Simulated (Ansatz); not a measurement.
SiC under load (space group P6_3mc), Ansatz (an electronic-structure program) with r2SCAN with spin-orbit coupling, rigid bands. Condition of this run: hydrostatic pressure of 5 GPa (compression positive) (the target of the relaxation). Band gap 2.62 eV, N_c = 1.06e19 cm⁻³ and N_v = 6.28e19 cm⁻³ at 300 K, conductivity masses along x (a = (3.05, 0.00, 0.00) Å; b = (-1.53, 2.64, 0.00) Å; c = (0.00, 0.00, 5.01) Å) of 0.430 mₑ (electrons) and 1.18 mₑ (holes). Take k_BT = 0.02585 eV.

Task: What built-in voltage has an abrupt junction with N_A = 1e16 and N_D = 1e18 cm⁻³, all dopants ionised?

Result: V_bi = E_g/e − (k_BT/e) ln(N_c N_v/(N_A N_D)) = 2.62 − 0.02585 × 11.11 = 2.33 V, for the computed gap.

Task: A film of it is 5 nm thick, with its normal along the direction named. Estimate the confinement energies in an infinite well.

Result: ħ²π²/(2m t²) = 0.376 eV·nm²/(m/mₑ × t²) gives 35.0 meV for electrons and 12.7 meV for holes, so the gap would widen to about 2.67 eV. Finite barriers and nonparabolic bands lower this, and with several valleys or bands the heaviest mass along the normal sets the lowest level, not this average.

Task: Find the intrinsic carrier density and the intrinsic Fermi level.

Result: n_i = √(N_c N_v) exp(−E_g/2k_BT) = 2.58e19 × exp(−50.67) = 2.5e-3 cm⁻³. The level lies (k_BT/2) ln(N_v/N_c) = 23 meV from mid-gap (positive towards the conduction band). Each 0.1 eV added to the gap lowers n_i by a factor of 6.9.

Rigid bands with the computed gap; masses take one relaxation time for all states. Geometry: cell and atoms relaxed with PBEsol.
